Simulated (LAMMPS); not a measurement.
LAMMPS 22 Jul 2025, classical MD, SNAP (Mo_Zuo_JPCA2020.snapcoeff): Mo, 2000 atoms.

```
Quantity                                                                                            Result
-----------------------------------------------  ---------------------------------------------------------
task                                                                                               MD, nve
potential                                        SNAP, Mo_Zuo_JPCA2020.snapcoeff Mo_Zuo_JPCA2020.snapparam
copies of the repeat unit                                                                         10×10×10
shape (slab and sphere leave vacuum in the box)                                                       bulk
steps                                                                                                  400
timestep                                                                                              1 fs
thermo                                                                                                  50
newton                                                                                        on (default)
atom_modify sort (bins of 2 Å where set)                                                    1000 (default)
comm_style                                                                                 brick (default)
box                                                                                   31.5 × 31.5 × 31.5 Å
start                                                      generated bcc lattice, warmed in an untimed run
```

All runs start from one configuration, warmed at this fixed volume for 300 steps under a thermostat at 2000 K. The run at a skin of 2 Å has a mean temperature of 1970 K and a mean pressure of 13.1 GPa.

Single runs; times are not shown.

With neigh_modify every 1 delay 0 check yes, skins of 0.1, 0.3, 0.5, 1, 1.5, 2, 3 Å were run. Further schedules:
- skin 0.3 Å, every 1 delay 10 check yes
- skin 1 Å, every 20 delay 0 check no
- skin 1 Å, every 1 delay 10 check yes
- skin 2 Å, every 1 delay 10 check yes
- skin 0.3 Å, every 20 delay 0 check no
- skin 1 Å, every 10 delay 0 check yes
- skin 0.3 Å, every 100 delay 0 check no

A schedule rebuilds too seldom if it shows a dangerous build, rebuilds less often than the check at every step does at that skin, or fails.

### Question
Which schedules can miss pairs here, and how do rebuilds depend on the skin?

### Answer
With the check at every step the rebuilds are 127 at 0.1 Å, 44 at 0.3 Å, 27 at 0.5 Å, 13 at 1 Å, 8 at 1.5 Å, 3 at 2 Å, 0 at 3 Å. Too seldom: skin 0.3 Å, every 1 delay 10 check yes; skin 0.3 Å, every 20 delay 0 check no; skin 1 Å, every 10 delay 0 check yes; skin 0.3 Å, every 100 delay 0 check no.

```json
[
 {"setting": "skin 0.1 Å, every 1 delay 0 check yes", "rebuilds": "127", "dangerous builds": "—", "list entries an atom": "25.0", "change of the total energy (meV/atom)": "−0.0012"},
 {"setting": "skin 0.3 Å, every 1 delay 0 check yes", "rebuilds": "44", "dangerous builds": "—", "list entries an atom": "26.9", "change of the total energy (meV/atom)": "−0.0012"},
 {"setting": "skin 0.5 Å, every 1 delay 0 check yes", "rebuilds": "27", "dangerous builds": "—", "list entries an atom": "32.1", "change of the total energy (meV/atom)": "−0.0012"},
 {"setting": "skin 1 Å, every 1 delay 0 check yes", "rebuilds": "13", "dangerous builds": "—", "list entries an atom": "55.7", "change of the total energy (meV/atom)": "−0.0012"},
 {"setting": "skin 1.5 Å, every 1 delay 0 check yes", "rebuilds": "8", "dangerous builds": "—", "list entries an atom": "58.9", "change of the total energy (meV/atom)": "−0.0012"},
 {"setting": "skin 2 Å, every 1 delay 0 check yes", "rebuilds": "3", "dangerous builds": "—", "list entries an atom": "65.9", "change of the total energy (meV/atom)": "−0.0012"},
 {"setting": "skin 3 Å, every 1 delay 0 check yes", "rebuilds": "0", "dangerous builds": "—", "list entries an atom": "119", "change of the total energy (meV/atom)": "−0.0012"},
 {"setting": "skin 0.3 Å, every 1 delay 10 check yes", "rebuilds": "40", "dangerous builds": "40", "list entries an atom": "26.9", "change of the total energy (meV/atom)": "−0.0012"},
 {"setting": "skin 1 Å, every 20 delay 0 check no", "rebuilds": "20", "dangerous builds": "not counted", "list entries an atom": "55.7", "change of the total energy (meV/atom)": "−0.0012"},
 {"setting": "skin 1 Å, every 1 delay 10 check yes", "rebuilds": "13", "dangerous builds": "0", "list entries an atom": "55.7", "change of the total energy (meV/atom)": "−0.0012"},
 {"setting": "skin 2 Å, every 1 delay 10 check yes", "rebuilds": "3", "dangerous builds": "0", "list entries an atom": "65.9", "change of the total energy (meV/atom)": "−0.0012"},
 {"setting": "skin 0.3 Å, every 20 delay 0 check no", "rebuilds": "20", "dangerous builds": "not counted", "list entries an atom": "26.9", "change of the total energy (meV/atom)": "+0.0017"},
 {"setting": "skin 1 Å, every 10 delay 0 check yes", "rebuilds": "11", "dangerous builds": "0", "list entries an atom": "55.7", "change of the total energy (meV/atom)": "−0.0012"},
 {"setting": "skin 0.3 Å, every 100 delay 0 check no", "rebuilds": "4", "dangerous builds": "not counted", "list entries an atom": "26.9", "change of the total energy (meV/atom)": "+3.6"}
]
```

Where the energy changes as in the checked runs, the late rebuilds cost nothing that shows in this run. List entries are as LAMMPS prints them (Ave neighs/atom).
